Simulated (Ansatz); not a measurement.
Reference: BN (F-43m), r2SCAN, rigid bands (plane waves, PAW, scalar-relativistic; Ansatz, a quantum-chemistry and plane-wave program); axes and stresses refer to this cell.

```yaml
crystal:
  lattice:
    - [0.00000, 1.80284, 1.80284]
    - [1.80284, 0.00000, 1.80284]
    - [1.80284, 1.80284, 0.00000]
  atoms:
    - { symbol: B, position: [0.00000, 0.00000, 0.00000] }
    - { symbol: N, position: [0.25000, 0.25000, 0.25000] }
```

* **Seebeck coefficient, p-type 1e19 cm⁻³**: 395 μV/K
* **Seebeck coefficient, n-type 1e19 cm⁻³**: -281 μV/K
* **hole conductivity mass**: 0.68 mₑ

### Question
After one change the values are Seebeck coefficient, p-type 1e19 cm⁻³ 222 μV/K; Seebeck coefficient, n-type 1e19 cm⁻³ -195 μV/K; hole conductivity mass 0.57 mₑ. What was changed between the two runs?
(A) biaxial stress in (001) of -36 GPa (compression positive)
(B) biaxial stress in (111) of 18 GPa (compression positive)
(C) biaxial stress in (001) of -9 GPa (compression positive)
(D) biaxial stress in (001) of 9 GPa (compression positive)

### Answer
A, biaxial stress in (001) of -36 GPa (compression positive)

Masses are for dilute carriers at 300 K, harmonic means over directions unless an axis is named. Seebeck coefficients are for the stated density at 300 K, with one relaxation time for all states and whether or not that doping can be reached. Spin-orbit coupling is left out unless a row names it. Stresses and pressures are the targets of the relaxation.  The structure type is held under load, also where the real crystal would transform.
